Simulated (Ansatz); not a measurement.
Take GaN in the wurtzite structure (space group P6_3mc, No. 186; a = 3.183 Å, c = 5.185 Å) as the base.

One thing is altered: cell and atoms relaxed at a pressure of 60 GPa.

Levels (all Ansatz, a first-principles code, PAW): PBEsol (420 eV, no spin-orbit coupling); r2SCAN (500 eV, spin-orbit coupling left out); HSE06 (420 eV, spin-orbit coupling left out).

One geometry, relaxed with PBEsol, under each level:

```tsv
level	band gap	lowest conduction level above the VBM at special points	electron mass	pressure
PBEsol	3.19 eV	Γ 3.19 eV; K 4.78 eV; L 4.84 eV; M 5.47 eV	0.24 mₑ along c, 0.28 mₑ across (at Γ)	60.00 GPa
r2SCAN	___	___	___	___
HSE06	4.71 eV	Γ 4.71 eV; K 6.19 eV; L 6.34 eV	–	–
```

Task: Give the withheld r2SCAN results.

Result: 
- r2SCAN, band gap: 3.75 eV
- r2SCAN, lowest conduction level above the VBM at special points: Γ 3.75 eV; K 5.42 eV; L 5.50 eV; M 6.19 eV
- r2SCAN, electron mass: 0.25 mₑ along c, 0.28 mₑ across (at Γ)
- r2SCAN, pressure: 62.16 GPa

Single points use the geometry relaxed with PBEsol. Their cutoffs differ, which shifts pressures a little. Load acts through the strain it causes; cell and atoms are relaxed under it. Masses are band curvatures over ±0.01 Å⁻¹ around the edge. Stability against distortions was not tested. Measured, GaN leaves this structure (for rock salt) near 47 GPa (temperature not stated; as listed in Datta, Sujoy, Jana, Debnarayan, arXiv (2020)), on rising pressure, with hysteresis.
